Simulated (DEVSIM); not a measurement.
Structure: Cr/Al2O3/p-Ge capacitor, at 300 K.

Layer 1 from the left is Al2O3, thickness (nm) 22.0. Layer 2 from the left is Ge, thickness (nm) 7900, Na (cm⁻³) 2.8e15.

Metal gate on the left, work function 4.5 eV. Fixed charge at the semiconductor interface -9.4e10 cm⁻² (in units of +e); no interface traps.

Constants are typed, rounded textbook-type inputs, not results; the design itself was drawn at random and stands for no fabricated device. Values at 300 K.

Al2O3: gap (eV) 6.8, affinity (eV) 1.35, permittivity 9. Ge: gap (eV) 0.664, affinity (eV) 4, permittivity 16, Nc (cm⁻³) 1.04e19, Nv (cm⁻³) 6e18.

Estimate by hand the flat-band voltage, the threshold voltage, and compare with a numerical solution.


- Flat-band voltage: C = 0.362 μF/cm², work-function difference 0.034 V; VFB = φms − qNf/C = 0.08 V; numerical 0.08 V.
- Threshold voltage: φF = 0.127 V, depletion charge √(4εqNφF) = 1.79e-8 C/cm²; VT = VFB + 2φF + Qd/C = 0.38 V; numerical 0.38 V.

Simulated with DEVSIM: 1D Poisson equation in equilibrium, Boltzmann statistics, complete ionisation; no quantum confinement or tunnelling. Metal contacts follow the ideal Schottky-Mott rule: no Fermi-level pinning, no interface dipoles.
